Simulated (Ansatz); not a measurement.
Response to strain in CdTe

The parent structure is CdTe in the zinc blende structure (space group F-43m, No. 216; a = 6.558 Å). Axes: x, y, z lie along the cube axes.

Strains are applied to the cell and any free atomic positions relax; under biaxial strain the out-of-plane vector relaxes too.

Method: Kohn–Sham DFT with the r2SCAN functional, run in Ansatz (an electronic-structure program) with PAW and 500 eV plane waves, spin-orbit coupling left out.

Candidates:
(a) isotropic strain +1.87 %
(b) isotropic strain −0.84 %
(c) tensor shear ε_xy = −2.40 %
(d) biaxial strain −4.00 %, plane normal [111], relaxed out of plane

For the base:

Band gap: 1.17 eV

Problem. Order them by band gap, highest first.

Solution. (b) isotropic strain −0.84 % (1.25 eV), (d) biaxial strain −4.00 %, plane normal [111], relaxed out of plane (1.07 eV), (c) tensor shear ε_xy = −2.40 % (1.02 eV), (a) isotropic strain +1.87 % (0.99 eV)

With Te present, leaving out spin-orbit coupling can change the band edges. No phonon test of stability was made.
